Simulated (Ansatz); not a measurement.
Antifluorite Be₂C was calculated with PBE0 (plane waves, PAW; Ansatz, a first-principles code).

Run with plane-wave cutoff 460 eV, 10×10×10 k mesh, Fermi–Dirac smearing 0.01 eV, scalar-relativistic PAW data made under PBE.

Response to compression and expansion:

| V (Å³/atom) | P (GPa) | direct gap at Γ (eV) | smallest gap on the k mesh (eV) |
|---|---|---|---|
| 6.322 | 11.86 | 5.961 | 2.639 |
| 6.488 | 5.57 | 5.903 | 2.620 |
| 6.622 | 0.99 | 5.858 | 2.606 |
| 6.821 | -5.10 | 5.791 | 2.584 |
| 6.987 | -9.61 | 5.737 | 2.565 |

The fundamental gap (2.60 eV at the equilibrium volume, on the SCF mesh) lies elsewhere than Γ–Γ.
